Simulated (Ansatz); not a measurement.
Relaxation of the outer planes of the (221) surface of bcc Nb in its 1x1 cell, outermost plane spacing 0.55 Å in the ideal cut.

Level of theory: PBE (plane waves to 420 eV, PAW; Ansatz, an electronic-structure program).

Slab: 20 atoms, 10.5 Å thick at the start (thin: gaps and levels are the slab's own); k 9x6x1, smearing 0.1 eV, dipole-corrected; all atoms relaxed; held to the part of the start's symmetry that mesh and held atoms allow; no spin, no spin-orbit, no U.

```
plane  atoms  bulk spacing to the next (Å)  relaxed spacing (Å)  change (%)  rumpling (Å)
-----  -----  ----------------------------  -------------------  ----------  ------------
1         Nb                         0.552                  ___         ___          0.00
2         Nb                         0.552                0.481       -12.9          0.00
```

Problem. Complete the blanks.

Solution. 
- 1, relaxed spacing (Å): 0.326
- 1, change (%): -41.0
